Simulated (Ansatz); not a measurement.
Start from AlN in the zinc blende structure (space group F-43m, No. 216; a = 4.3698 Å). Axes: x, y, z lie along the cube axes.

Computed with plane-wave PAW DFT at the r2SCAN level (Ansatz, an electronic-structure program, 500 eV), no spin-orbit coupling.

It is then changed as follows: biaxial strain +2.00 %, plane normal [001], relaxed out of plane (Cartesian); in-plane vectors clamped, the third vector and the atoms free.

### Question
Estimate the effect on the out-of-plane strain and in-plane stress.

### Answer
The out-of-plane strain is -2.21 %; the mean in-plane stress (compression positive) comes out as -5.5 GPa.

Whether these cells are dynamically stable was not tested. This is not the structure that AlN has at room temperature and ambient pressure.
